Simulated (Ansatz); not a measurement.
Base system: C (space group Im-3m, No. 229; a = 4.362 Å; a hypothetical phase, not in the database extracts checked). Axes: x, y, z lie along the cube axes.

The change: the cell is compressed by 4.36 % along x with no lateral relaxation, atoms relaxed at fixed cell.

Levels (all Ansatz, a quantum-chemistry and plane-wave program, PAW): PBEsol (420 eV, no spin-orbit coupling); r2SCAN (500 eV, no SOC); HSE06 (420 eV, without spin-orbit coupling).

One geometry, relaxed with PBEsol, under each level:

```csv
level,band gap,lowest conduction level above the VBM at special points,pressure
PBEsol,1.58 eV,Z₀ 3.38 eV; Z 3.38 eV; M 3.53 eV; Γ 3.96 eV,16.48 GPa
r2SCAN,1.61 eV,Z₀ 3.49 eV; Z 3.49 eV; M 3.66 eV; Γ 4.28 eV,18.14 GPa
HSE06,…,…,–
```

Give the withheld HSE06 results.


- HSE06, band gap: 2.72 eV
- HSE06, lowest conduction level above the VBM at special points: Z₀ 4.64 eV; Z 4.64 eV; M 4.81 eV; Γ 5.28 eV

Single points use the geometry relaxed with PBEsol. Their cutoffs differ, which shifts pressures a little. HSE06 was sampled on its mesh, a few special points and the semilocal edge points, so its gap is an upper bound. The cells carry an imposed strain or load. Whether these cells are dynamically stable was not tested. Labels are those of the standard path for the cell's own space group.
